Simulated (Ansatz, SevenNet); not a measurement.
For HfGe (model structure, started from the NbAs type, I4₁md, No. 109, 4 atoms in the cell), the machine-learned potential SevenNet-0 (trained on PBE and PBE+U data) gives:

| Property | Result |
|---|---|
| equilibrium lattice constant a | 3.625 Å |
| lattice parameter c | 12.294 Å |

### Question
What does LDA (Ansatz, a program for electronic structure, plane waves, PAW) give for the same quantities?

### Answer

- lattice constant a: 3.400 Å (drops by 6.2 %)
- lattice parameter c: 13.433 Å (increases by 9.3 %)

Changes are worked out from the printed values.

Unless a cell is named, each level is at its own relaxed cell (SevenNet-0 20.19, LDA 19.41 Å³/atom).

Levels without +SOC leave out spin–orbit coupling, which shifts energies and cells of such heavy elements.

Caveats: the cell has another shape than the first-principles one, perhaps another minimum in the same group (SevenNet-0). Ansatz's density-functional and Hartree–Fock values are scalar-relativistic unless marked +SOC, with PAW data made under PBE.

A model structure was made by putting elements into a prototype or built by hand; it is no filed structure, need not be a known phase, and can be a saddle point held by its symmetry.
